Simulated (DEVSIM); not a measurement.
Structure: Schottky contact on n-type GaN, at 500 K.

Layer 1 from the left is GaN, thickness (μm) 3.40, Nd (cm⁻³) 1.6e17, τn (s) 2.2e-8, τp (s) 2.2e-8.

Left contact: Schottky, work function 5.07 eV, emission velocity 2.8e6 cm/s. Right contact: ohmic. Voltage is applied to the left contact. Recombination: SRH at mid-gap. Mobility is μmin + (μ − μmin)/(1 + (N/Nref)^α).

Constants are typed, rounded textbook-type inputs, not results; the design itself was drawn at random and stands for no fabricated device. Values at 300 K; Nc and Nv go as T^1.5, mobilities as T to minus their exponent, the gap by Varshni's rule with the affinity fixed.

GaN: gap (eV) 3.43, affinity (eV) 4.1, permittivity 9.5, Nc (cm⁻³) 2.3e18, Nv (cm⁻³) 4.6e19, μn (cm²/Vs) 1200, μp (cm²/Vs) 100, μn,min 55, μp,min 3, Nref,n 2e17, Nref,p 3e17, αn 1, αp 2, T exponent of μn 1.5, T exponent of μp 2, Varshni α (eV/K) 0.00091, Varshni β (K) 830.

DEVSIM, 1D drift-diffusion, Boltzmann statistics, complete ionisation; no tunnelling, impact ionisation, image-force lowering or self-heating. Metal contacts follow the ideal Schottky-Mott rule: no Fermi-level pinning, no interface dipoles.

Dark forward current:

| |V| (V) | |J| (A/cm²) |
|---|---|
| 0.05 | 0.0007806 |
| 0.10 | 0.003267 |
| 0.15 | 0.01119 |
| 0.20 | 0.03640 |
| 0.25 | 0.1167 |
| 0.30 | 0.3721 |
| 0.35 | 1.184 |
| 0.40 | 3.755 |
| 0.45 | 11.84 |
| 0.50 | 36.70 |
| 0.55 | 108.8 |
| 0.60 | 290.8 |
| 0.65 | 656.5 |
| 0.70 | 1227 |
| 0.75 | 1967 |
| 0.80 | 2828 |

Q: Work out the local ideality factor n = ΔV / (kT/q · ln(J2/J1)) between the rows 0.20 and 0.25 V, 0.75 and 0.80 V.

A: kT/q = 43.09 mV. From 0.20 to 0.25 V: ln(0.1167/0.03640) = 1.165, n = 1.00, near the 1 of diffusion or emission over a barrier. From 0.75 to 0.80 V: ln(2828/1967) = 0.363, n = 3.20; the layers' resistance at their doping, Σ W/(qμN) = 4.1e-5 Ω cm², would take 36 mV of this step of 50 mV.

Q: Estimate the current at 0.35 V for emission alone, J0 = q v N_band exp(−φB/kT), and read the barrier back from the simulated current.

A: φB = 0.970 eV, N_band = 4.95e18 cm⁻³, J0 = 0.000371 A/cm²; J = J0 (exp(qV/kT) − 1) = 1.25 A/cm². The simulation gives 1.18 A/cm²; the estimate lies 5.7 % above. Read backwards, the simulated current gives an apparent barrier of 0.972 eV. The estimate leaves out transport through the depletion region and minority injection.
